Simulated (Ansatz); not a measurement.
The starting structures come from a database of crystals and need not be the phases stable at ambient conditions.

By PBEsol, the system below comes out a metal.

A figure of merit of an interconnect metal is its ballistic conductance per area.

Input:

```
CELL_PARAMETERS angstrom
      4.59485     0.00000     0.00000
     -2.29743     3.97926     0.00000
      2.29743     1.32642     1.87584
ATOMIC_POSITIONS crystal
  Hf 0.00000 0.00000 0.00000
  Rh 0.00000 0.50000 0.50000
```

Space group of this cell: Pm-3m, CsCl type. The cell is taken as given; by PBEsol its mean pressure is -2.8 GPa.

The current flows along the normal of the first two printed cell vectors, the (111) plane of the conventional cell. No spin-orbit coupling; the value is a mean over 0.1 eV about the Fermi level.

### Question
Give the ballistic conductance per area that PBEsol run with Ansatz (a first-principles code) yields.

### Answer
1.3 × 10¹⁵ S/m² for both spins.
